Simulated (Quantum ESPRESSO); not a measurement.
## Convergence study of shifted k-point meshes for Pt (Fm-3m, 1 atom in the cell)

```yaml
crystal:
  lattice:
    - [-1.95412, 0.00000, 1.95412]
    - [0.00000, 1.95412, 1.95412]
    - [-1.95412, 1.95412, 0.00000]
  atoms:
    - { symbol: Pt, position: [0.00000, 0.00000, 0.00000] }
```

Method: PBEsol, SSSP 1.1.2 efficiency (PBE) pseudopotentials (plane waves; Quantum ESPRESSO).

Base settings: ecutwfc = 40 Ry; ecutrho = 320 Ry; occupations = smearing; smearing = gauss; degauss = 0.0073499 Ry; input_dft = pbesol; potentials = {Pt: pt_pbe_v1.4.uspp.F.UPF}; K_POINTS = automatic 14 14 14 0 0 0; conv_thr = 1e-11 Ry; mixing_beta = 0.4.

Only quantities that move along the ladder and can be compared are tabulated.

The count of work is k-points × plane waves × bands × iterations; it is no time. Core times come from one kind of shared machine, to one figure; runs under 30 s give none.

The starting cell has typed, rounded lattice constants, without a prior relaxation at this level. Its lattice was rescaled by up to half a per cent. Spin polarisation is off.

Steps (K_POINTS): automatic 2 2 2 1 1 1; automatic 3 3 3 1 1 1; automatic 4 4 4 1 1 1; automatic 5 5 5 1 1 1; automatic 6 6 6 1 1 1; automatic 7 7 7 1 1 1; automatic 8 8 8 1 1 1; automatic 9 9 9 1 1 1; automatic 10 10 10 1 1 1; automatic 11 11 11 1 1 1; automatic 12 12 12 1 1 1; automatic 14 14 14 1 1 1; automatic 15 15 15 1 1 1; automatic 17 17 17 1 1 1; automatic 19 19 19 1 1 1; automatic 23 23 23 1 1 1; automatic 28 28 28 1 1 1; automatic 35 35 35 1 1 1.

Task: What is the coarsest K_POINTS that holds the pressure within 0.5 GPa of the last step, with all finer ones?

Result: automatic 4 4 4 1 1 1, at 0.0023 of the last step's count of work; the step before is off by 3.1 GPa.

Task: What is the coarsest K_POINTS that holds the free energy within 5 meV/atom of the last step, with all finer ones?

Result: automatic 10 10 10 1 1 1, at 0.028 of the last step's count of work; the step before is off by 6.2 meV/atom.

```tsv
K_POINTS	free energy less the last step's (meV/atom)	pressure (GPa)	count of work / last	core time / last (rough)
automatic 2 2 2 1 1 1	-181.76	2.77	0.00055	–
automatic 3 3 3 1 1 1	-68.72	-2.21	0.0014	–
automatic 4 4 4 1 1 1	14.90	0.81	0.0023	–
automatic 5 5 5 1 1 1	16.87	0.85	0.0043	–
automatic 6 6 6 1 1 1	-16.19	0.75	0.0064	–
automatic 7 7 7 1 1 1	-5.40	0.77	0.011	–
automatic 8 8 8 1 1 1	3.37	0.94	0.015	–
automatic 9 9 9 1 1 1	6.22	1.02	0.024	–
automatic 10 10 10 1 1 1	0.44	0.98	0.028	–
automatic 11 11 11 1 1 1	-1.70	0.90	0.037	–
automatic 12 12 12 1 1 1	-0.72	0.90	0.047	–
automatic 14 14 14 1 1 1	0.49	0.95	0.072	–
automatic 15 15 15 1 1 1	0.07	0.95	0.088	–
automatic 17 17 17 1 1 1	-0.26	0.91	0.13	0.10
automatic 19 19 19 1 1 1	-0.02	0.93	0.17	0.1
automatic 23 23 23 1 1 1	0.03	0.93	0.30	0.2
automatic 28 28 28 1 1 1	0.03	0.93	0.52	0.5
automatic 35 35 35 1 1 1	0.00	0.93	1.0	1
```
